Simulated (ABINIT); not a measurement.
## Convergence study of the plane-wave cutoff for Ba (Im-3m, 1 atom in the cell)

```yaml
crystal:
  lattice:
    - [-2.49745, 2.49745, 2.49745]
    - [2.49745, -2.49745, 2.49745]
    - [2.49745, 2.49745, -2.49745]
  atoms:
    - { symbol: Ba, position: [0.00000, 0.00000, 0.00000] }
```

Method of the run: PBE, norm-conserving pseudopotentials (PseudoDojo nc-sr-05 PBE standard) (plane waves; ABINIT).

Base settings: pseudos = [Ba.upf]; ecut = 762 eV; ixc = 11; occopt = 7; tsmear = 0.00367493 Ha; ngkpt = 3 3 3; nshiftk = 1; shiftk = 0 0 0; potentials = PseudoDojo nc-sr-05 PBE standard; nband = 10.

The second cell is the first with its lattice scaled by 0.98.

The mesh stays at the base's, so the ladder's end is converged at best in this setting alone.

Only quantities that move along the ladder and can be compared are tabulated.

The count of work is k-points × plane waves × bands × iterations; it is no time. 

The starting cell has typed, rounded lattice constants, without a prior relaxation at this level. Its lattice was rescaled by up to half a per cent. Without a gap this mesh is coarse (it stands for a supercell whose shortest vector is 13 Å).

| ecut | free energy less the last step's (meV/atom) | energy of the compressed cell less the first (meV/atom) | pressure (GPa) | count of work / last |
|---|---|---|---|---|
| 269 eV | 1618.26 | 5.99 | -13.89 | 0.036 |
| 299 eV | 896.50 | 4.70 | -9.37 | 0.043 |
| 354 eV | 311.65 | -26.89 | -4.57 | 0.054 |
| 381 eV | 165.97 | -10.39 | -3.02 | 0.061 |
| 435 eV | 47.92 | -10.43 | -1.49 | 0.082 |
| 463 eV | 22.77 | -10.06 | -1.06 | 0.090 |
| 544 eV | 2.71 | -10.16 | -0.65 | 0.11 |
| 626 eV | 0.94 | -10.19 | -0.60 | 0.18 |
| 680 eV | 0.73 | -10.22 | -0.60 | 0.22 |
| 762 eV | 0.55 | -10.23 | -0.60 | 0.25 |
| 844 eV | 0.52 | -10.23 | -0.60 | 0.31 |
| 925 eV | 0.47 | -10.23 | -0.60 | 0.33 |
| 1034 eV | 0.36 | -10.23 | -0.60 | 0.42 |
| 1143 eV | 0.31 | -10.23 | -0.60 | 0.49 |
| 1361 eV | 0.19 | -10.23 | -0.60 | 0.63 |
| 1551 eV | 0.05 | -10.24 | -0.60 | 0.77 |
| 1850 eV | 0.00 | -10.24 | -0.60 | 1.0 |

Coarsest ecut that holds the energy of the compressed cell less the first within 0.5 meV/atom of the last step, with all finer ones: 381 eV, at 0.061 of the last step's count of work; the step before is off by 17 meV/atom.

Coarsest ecut that holds the free energy within 5 meV/atom of the last step, with all finer ones: 544 eV, at 0.11 of the last step's count of work; the step before is off by 23 meV/atom.

Coarsest ecut that holds the pressure within 0.5 GPa of the last step, with all finer ones: 463 eV, at 0.090 of the last step's count of work; the step before is off by 0.89 GPa.

The energy difference between the two cells stays within 1 meV/atom of the last step's from 381 eV on, the total only from 626 eV on: much of the error is common to both cells and cancels.

At the lowest cutoff the pressure lies 13.3 GPa under the last step's, the usual sign of Pulay stress in an incomplete plane-wave basis.
